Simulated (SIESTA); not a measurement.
Band structure of HgTe (F-43m, 2 atoms in the cell).

```
HgTe
1.0
    0.00000     3.28846     3.28846
    3.28846     0.00000     3.28846
    3.28846     3.28846     0.00000
Hg Te
1 1
Cartesian
  0.00000   0.00000   0.00000
  1.64423   1.64423   1.64423
```

Level of theory: GGA PBE, numerical atomic orbitals DZP, PseudoDojo PBE standard norm-conserving potentials (rewritten from UPF to PSML) in SIESTA.

Settings: XC.functional = GGA; XC.authors = PBE; potentials = PseudoDojo PBE standard; PAO.BasisSize = DZP; PAO.EnergyShift = 0.01 Ry; MeshCutoff = 300 Ry; kgrid.MonkhorstPack = 9 9 9; OccupationFunction = FD; ElectronicTemperature = 580.23 K; MaxSCFIterations = 150; SCF.Mixer.Method = Broyden; SCF.Mixer.Weight = 0.1; SCF.Mixer.History = 8; SCF.DM.Tolerance = 1.0E-04.

The starting cell has typed, rounded lattice constants, without a prior relaxation at this level. Its lattice was rescaled by a random factor within 2.5 % of one. Spin-orbit coupling is off. Values carry the incompleteness of an atom-centred basis.

Problem. Predict the gap along the standard path and the places of the band edges.

Solution. The gap along the path is 0.27 eV, direct at Γ to within 0.01 eV.

Levels in eV from the top of the valence band on the path, bands 15 to 19:
```
point     15     16     17     18    19
-----  -----  -----  -----  -----  ----
Γ      -6.81   0.00   0.00   0.00  0.27
X      -6.36  -5.04  -2.03  -2.03  2.16
W      -6.22  -5.07  -2.35  -2.31  3.40
K      -6.28  -5.03  -2.60  -1.70  2.69
L      -6.46  -4.97  -0.89  -0.89  1.31
U      -6.28  -5.03  -2.60  -1.70  2.69
```

Higher empty bands are left out: an atom-centred basis made for the valence describes them poorly.
